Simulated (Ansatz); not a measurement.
# How the lattice constant a of ReRu3 (model structure, started from the A15 type, Pm-3n, No. 223, 8 atoms in the cell) moves with the method

No measured value is used here.

| level (code) | value (Å) |
|---|---|
| LDA (Ansatz) | 4.793 |
| PBEsol (Ansatz) | 4.821 |
| r²SCAN (Ansatz) | 4.840 |

Density-functional levels without +SOC have no spin–orbit coupling. LDA, PBEsol, r²SCAN: the run has no spin polarisation, so it can have missed a magnetic state. Cutoffs differ between the levels. Ansatz's density-functional and Hartree–Fock values are scalar-relativistic unless marked +SOC, with PAW data made under PBE.

A model structure was made by putting elements into a prototype or built by hand; it is no filed structure, need not be a known phase, and can be a saddle point held by its symmetry.

Ansatz is a first-principles code.
